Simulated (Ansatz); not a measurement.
# What biaxial strain −0.42 %, plane normal [111], relaxed out of plane does to Ge

Consider Ge in the diamond structure (space group Fd-3m, No. 227; a = 5.6744 Å). Axes: x, y, z lie along the cube axes.

Now apply this change: compressive biaxial strain of 0.42 % in the plane normal to [111], as in epitaxy on a mismatched substrate; the out-of-plane cell vector and the atoms relax.

Computed with Kohn–Sham DFT with the r2SCAN functional, run in Ansatz (a first-principles code) with PAW and 500 eV plane waves, spin-orbit coupling left out. Settings: 10×10×10 k-points, 0.05 eV Fermi–Dirac smearing.

```json
[
 {"quantity": "volume per atom", "base": "22.84 Å³", "changed": "22.68 Å³", "shift": "-0.16 Å³"},
 {"quantity": "space group", "base": "Fd-3m (No. 227)", "changed": "R-3m (No. 166)", "shift": "–"},
 {"quantity": "shortest interatomic distance", "base": "2.457 Å", "changed": "2.450 Å", "shift": "-0.007 Å"},
 {"quantity": "energy relative to the base (free energy F)", "base": "0 meV/atom", "changed": "+0.5 meV/atom", "shift": "+0.5 meV/atom"},
 {"quantity": "pressure (mean of the normal stresses, compression positive)", "base": "0.1 kbar", "changed": "5.2 kbar", "shift": "+5.1 kbar"},
 {"quantity": "band gap", "base": "0.36 eV", "changed": "0.41 eV", "shift": "+0.05 eV"},
 {"quantity": "gap character", "base": "direct at Γ", "changed": "direct at Γ", "shift": "–"},
 {"quantity": "electron mass", "base": "–", "changed": "0.020 mₑ (at Γ)", "shift": "–"},
 {"quantity": "valence-band top at Γ (three highest levels, from the VBM)", "base": "0.00, 0.00, 0.00 eV", "changed": "0.00, 0.00, -0.05 eV", "shift": "–"},
 {"quantity": "valley order (the lowest conduction-band minima on the path, energy above the VBM, named in the base's zone)", "base": "Γ 0.36 eV; L along ⟨111⟩ 0.44 eV; a point along ⟨100⟩, about 0.9 Å⁻¹ from Γ 0.79 eV", "changed": "Γ 0.41 eV; L along [1-1-1] 0.42 eV; L along [111] 0.51 eV; a point along [010], about 0.9 Å⁻¹ from Γ 0.77 eV", "shift": "–"},
 {"quantity": "out-of-plane strain", "base": "–", "changed": "+0.14 %", "shift": "–"},
 {"quantity": "mean in-plane stress (compression positive)", "base": "–", "changed": "+0.8 GPa", "shift": "–"}
]
```

Final structure (turned so that z lies along the plane normal):

```
CELL_PARAMETERS angstrom
      3.99555     0.00000     0.00000
      1.99777     3.46025     0.00000
      1.99777    -1.15342     3.28077
ATOMIC_POSITIONS crystal
  Ge 0.99954 0.00023 0.00069
  Ge 0.50046 0.24977 0.74931
```

Effective masses come from finite differences of ±0.01 Å⁻¹. Whether these cells are dynamically stable was not tested. The real Ge has an indirect gap at ambient pressure; r2SCAN orders its close-lying valleys differently. k-point labels follow each cell's own Brillouin zone.
